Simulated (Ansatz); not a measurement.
The parent structure is BaS in the zinc blende structure (space group F-43m, No. 216; a = 7.0356 Å; a hypothetical phase, not in the database extracts checked). Axes: x, y, z lie along the cube axes.

Calculations: PBE (Ansatz, a quantum-chemistry and plane-wave program), spin-orbit coupling left out.

It is then changed as follows: every lattice vector is stretched by 2.57 %; the atoms relax in the strained cell.

Question: Predict the stress tensor and what it implies for the stiffness.

Answer: Stress of the strained cell less that of the base (GPa, compression positive):
```
  -1.80    0.00    0.00
   0.00   -1.80    0.00
   0.00    0.00   -1.80
```

Then B = −ΔP/(ΔV/V₀) with ΔV/V₀ = 0.0791 gives secant stiffness values (nonlinear terms included at this strain): B ≈ 23 GPa.

As a check, the harmonic strain energy −½ V₀ Δσ:ε is 19 meV/atom; the computed energy rise is 21 meV/atom.

No phonon test of stability was made.
